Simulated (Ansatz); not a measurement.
## Mo: energy against volume

Mo (bcc, Im-3m, 15.062 Å³/atom and stress up to 0.01 GPa in the relaxed cell, cube axes along x, y and z) under an equal strain ε along all three axes. LDA in Ansatz, a plane-wave DFT program (PAW, default set), 420 eV, 30×30×30 Γ-centred mesh, Fermi-Dirac smearing 0.10 eV.

Here V stands for volume and E for E less E0.

| volume (Å³/atom) | E less E0 (meV/atom) | pressure (GPa) |
|---|---|---|
| 13.7469 | ? | ? |
| 14.1765 | 52.29 | 20.06 |
| 14.3946 | 28.86 | 14.55 |
| 14.6149 | 12.54 | 9.37 |
| 14.8374 | 3.03 | 4.53 |
| 15.0622 | 0.00 | 0.00 |
| 15.2893 | 3.16 | -4.23 |
| 15.5186 | 12.21 | -8.19 |
| 15.7503 | 26.87 | -11.87 |
| 15.9842 | 46.88 | -15.31 |

Taking the third-order Birch-Murnaghan form, a cubic in V^(-2/3) for E over the 9 complete rows: With u = V^(-2/3) - 0.164, the rows have u = 0.006721, 0.004992, 0.003290, 0.001613, -0.000039, -0.001666, -0.003269, -0.004850, -0.006406. Least squares gives E = 0.005 + 20.63·u + 1149899·u² + 687079·u³. Residuals (row less fit): -0.005, 0.011, -0.004, -0.003, -0.006, 0.001, 0.008, -0.005, 0.000; standard error 0.008 (degrees of freedom: 5). Its minimum lies at u = -0.000009, so V0 = (0.163991)^(-3/2) = 15.06. There d²E/du² = 2300000 and d³E/du³ = 4122000, so B0 = (4/9) × 15.06^(-7/3) × 2300000 × 0.160218 = 292 GPa (the last factor turns the table's units into GPa), and B0' = 4 + (2/3) × 0.163991 × (4122000)/2300000 = 4.2. B0' rests on the cubic coefficient alone and has a standard error of 0.1 from these residuals.

Question: Predict the withheld E at V = 13.7469 from the fit, and compare with the calculation.

Answer: u = 0.010260, so E = 0.005 + 20.63 × 0.010260 + 1149899 × 0.010260² + 687079 × 0.010260³ = 122.006 meV/atom. The calculation gives 121.85 meV/atom, 0.156 meV/atom below the prediction (0.1 % of the range of E in the table). The row lies outside the fitted rows, so this is an extrapolation. From the scatter of the fitted rows alone, a prediction at this place has a standard error of 0.037 meV/atom, so the miss is 4.2 times that.

In a metal these values are sensitive to mesh and smearing; energies are taken to zero smearing, stresses follow the free energy. Other structures, which can take over under pressure, weren't tried. The same form fitted to the pressure column gives B0' = 4.2; series where the two differ by over 0.4 aren't shown. Rows are the converged runs of the series near zero and its far end, less any whose ions stayed unrelaxed beside relaxed ones; series whose fitted rows scatter by over a few per cent of the range, as at a crossing or softening among them, aren't shown in this form.
